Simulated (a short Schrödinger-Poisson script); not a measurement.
# MOS inversion layer, SiO2 on p-type Si(100)

Stack: MOS inversion layer, SiO2 on p-type Si(100), at 400 K.

| layer | material | thickness (nm) | Na (cm⁻³) |
|---|---|---|---|
| 1 | SiO2 | 1.5 | - |
| 2 | Si | 1600 | 7e16 |

Constants are typed, rounded textbook-type inputs, not results; the design itself was drawn at random and stands for no fabricated device. SiO2: permittivity 3.9, conduction-band edge (eV) 3.15, gap (eV) 9, electron mass (mₑ) 0.5. Si: permittivity 11.7, conduction-band edge (eV) 0, gap (eV) 1.124, Nv at 300 K (cm⁻³) 3.1e19.

Channel valleys (confinement mass, in-plane density-of-states mass, number): Δ2 0.916, 0.19, 2; Δ4 0.19, 0.417, 4. At the gate the conduction-band edge of layer 1 lies 3.5 eV − eVg above the Fermi level of the channel; the field vanishes at the back. Gaps are held at their typed values at every temperature. Mesh 0.03 nm at interfaces.

From a short Schrödinger-Poisson script (our own, NumPy): 1D Poisson equation in equilibrium, electrons quantum, Hartree (BenDaniel-Duke, 12 states a valley, the channel's in-plane mass for all, wave functions free to enter the dielectric), parabolic valleys, classical holes, full ionisation, no traps, pinning or gate leakage.

| Vg (V) | electrons (cm⁻²) | C (μF/cm²) | Δ2 E0 (meV) | Δ2 E1 (meV) | Δ4 E0 (meV) | Δ4 E1 (meV) |
|---|---|---|---|---|---|---|
| 0.1 | 1.47e9 | 0.103 | 338.8 | 368.1 | 362.4 | 411.1 |
| 0.2 | 2.00e10 | 0.166 | 246.7 | 277.9 | 271.7 | 323.4 |
| 0.3 | 1.83e11 | 0.571 | 167.2 | 201.6 | 194.7 | 250.2 |
| 0.4 | 6.81e11 | 1.06 | 116.8 | 157.3 | 148.9 | 210.1 |
| 0.5 | 1.42e12 | 1.32 | 86.0 | 133.7 | 123.5 | 190.6 |
| 0.6 | 2.30e12 | 1.48 | 64.4 | 119.3 | 107.2 | 179.7 |
| 0.7 | 3.25e12 | 1.58 | 48.0 | 109.6 | 95.6 | 172.8 |
| 0.8 | 4.26e12 | 1.65 | 34.6 | 102.5 | 86.7 | 168.1 |
| 0.9 | 5.30e12 | 1.70 | 23.2 | 97.0 | 79.5 | 164.6 |
| 1 | 6.38e12 | 1.74 | 13.3 | 92.6 | 73.4 | 162.0 |
| 1.1 | 7.48e12 | 1.78 | 4.4 | 89.0 | 68.1 | 159.9 |

Subbands count from the Fermi level.
